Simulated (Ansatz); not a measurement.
Consider Sr₄P₂O (space group I4/mmm, No. 139; a = 4.760 Å, c = 15.818 Å; a cell from a computed database, its experimental status unchecked). Axes: x, y, z lie along a, b, c of the conventional cell.

The change: the symmetric strain tensor [-0.0225 -0.0109 -0.0101; -0.0109 0.0216 -0.0060; -0.0101 -0.0060 0.0147], atoms relaxed at fixed cell.

Levels (all Ansatz, a first-principles code, PAW): PBEsol (420 eV, spin-orbit coupling left out); r2SCAN (500 eV, no SOC).

The geometry is relaxed with PBEsol.

- PBEsol smallest direct gap: 1.04 eV
- PBEsol pressure: -0.54 GPa
- PBEsol lowest conduction level above the VBM at special points: Z 1.04 eV; Γ 1.52 eV; V₂ 1.77 eV; R₂ 1.83 eV

With r2SCAN at the same geometry, the smallest direct gap rises by 0.42 eV to 1.46 eV; the pressure goes up by 1.63 GPa (-0.54 GPa → 1.09 GPa); the lowest conduction level above the VBM at special points becomes Z 1.45 eV; Γ 1.93 eV; V₂ 2.22 eV; R₂ 2.28 eV (PBEsol: Z 1.04 eV; Γ 1.52 eV; V₂ 1.77 eV; R₂ 1.83 eV).

Single points use the geometry relaxed with PBEsol. Their cutoffs differ, which shifts pressures a little. Stability against distortions was not tested. Labels are those of the standard path for the cell's own space group.
